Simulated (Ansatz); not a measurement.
The parent structure is ZnS in the zinc blende structure (space group F-43m, No. 216; a = 5.357 Å).

All numbers come from Kohn–Sham DFT with the PBEsol functional, run in Ansatz (an electronic-structure program) with PAW and 420 eV plane waves, no spin-orbit coupling.

Before the change:

The lattice parameter a is 5.357 Å and the electron mass comes out as 0.17 mₑ (at Γ).

Modification: a hydrostatic pressure of 4.2 GPa.

Question: What does the calculation give for the lattice parameter a after the change?

Answer: The lattice parameter a falls by 0.085 Å (5.357 Å → 5.272 Å).

Question: What happens to the mean gap deformation potential ΔEg/Δln V?

Answer: The mean gap deformation potential ΔEg/Δln V amounts to -4.4 eV.

Question: Estimate the effect on the electron mass.

Answer: The electron mass goes from 0.17 mₑ (at Γ) to 0.18 mₑ (at Γ).

Load acts through the strain it causes; cell and atoms are relaxed under it. Masses are band curvatures over ±0.01 Å⁻¹ around the edge. Stability against distortions was not tested. Tetrahedral semiconductors of this kind turn to denser phases somewhere between about 1 and 50 GPa; those were not computed, so compressed cells here can lie past the real transition.
